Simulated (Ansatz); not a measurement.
## Ti: energy against strain

Ti (hcp, P6_3/mmc, 16.120 Å³/atom at rest, c along z) under an equal strain ε in the (0001) plane with the normal axis free, as in a coherent film. LDA in Ansatz, a plane-wave DFT program (PAW, default set), 420 eV, 23×23×13 Γ-centred mesh, Fermi-Dirac smearing 0.10 eV; ions are relaxed within the symmetry of each cell.

Here s stands for strain and y for E less E0.

```csv
strain (%),E less E0 (meV/atom)
-1.50,4.56
-1.00,2.00
-0.50,0.48
0.00,0.00
0.50,0.54
1.00,2.09
1.50,4.61
3.00,?
```

Problem. Using a parabola, estimate the missing y at s = 3.00 from the other rows, showing the fit.

Solution. Least squares gives y = 0.002 + 0.0279·s + 2.0376·s². Residuals (row less fit): 0.015, -0.012, -0.017, -0.002, 0.015, 0.023, -0.018; standard error 0.021 (degrees of freedom: 4). Twice the quadratic coefficient over the volume, 2 × 2.0376 meV × 10⁴ × 0.1602 / 16.120 Å³, is twice the biaxial elastic modulus of this plane = 405 ± 1.8 GPa. At the withheld row, y = 0.002 + 0.0279 × 3.0 + 2.0376 × 3.0² = 18.424 meV/atom. The calculation gives 17.75 meV/atom, 0.674 meV/atom below the prediction (3.8 % of the range of y in the table). The row lies outside the fitted rows, so this is an extrapolation. From the scatter of the fitted rows alone, a prediction at this place has a standard error of 0.080 meV/atom, so the miss is 8.4 times that.

One order more, fitted to all 13 runs of the series, follows each within 0.04, so the miss is the next term of a smooth law. In a metal these values are sensitive to mesh and smearing; energies are taken to zero smearing, stresses follow the free energy. Rows are the converged runs of the series near zero and its far end; series whose fitted rows scatter by over a few per cent of the range, as at a crossing or softening among them, aren't shown in this form. Most that stay on the fit to the last digits aren't either.
